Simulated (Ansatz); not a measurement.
The starting structures come from a database of crystals and need not be the phases stable at ambient conditions.

Inside the gap of an insulator the Bloch states are evanescent, with a wavenumber k + iκ along the transport direction.

Consider the following.

```
CELL_PARAMETERS angstrom
      5.81374     0.00000     0.00000
      0.00000     6.90465     0.00000
      0.00000    -2.37258     5.20908
ATOMIC_POSITIONS crystal
  Sr 0.48783 0.29380 0.14690
  Sr 0.51217 0.70620 0.85310
  Sr 0.98783 0.70620 0.35310
  Sr 0.01217 0.29380 0.64690
  Sn 0.50000 0.00000 0.50000
  Sn 0.00000 0.00000 0.00000
  O  0.54714 0.67454 0.33727
  O  0.45286 0.32546 0.66273
  O  0.04714 0.32546 0.16273
  O  0.95286 0.67454 0.83727
  O  0.25000 0.96610 0.23305
  O  0.75000 0.03390 0.76695
  O  0.75000 0.03390 0.26695
  O  0.25000 0.96610 0.73305
```

Space group of this cell: Cmce. The cell is taken as given; by PBEsol its mean pressure is -1.4 GPa.

Transport runs along the normal of the first two printed cell vectors.

The gap is the functional's own, uncorrected, and κ follows it; spin-orbit coupling is left out. Mid-gap values are interpolated between the computed energies.

Q: State the band gap and the smallest decay constant κ at mid-gap according to PBEsol run with Ansatz (a first-principles code).

A: Gap 2.90 eV on a 6×6×6 mesh; κ = 0.280 1/Å, at the zone centre.
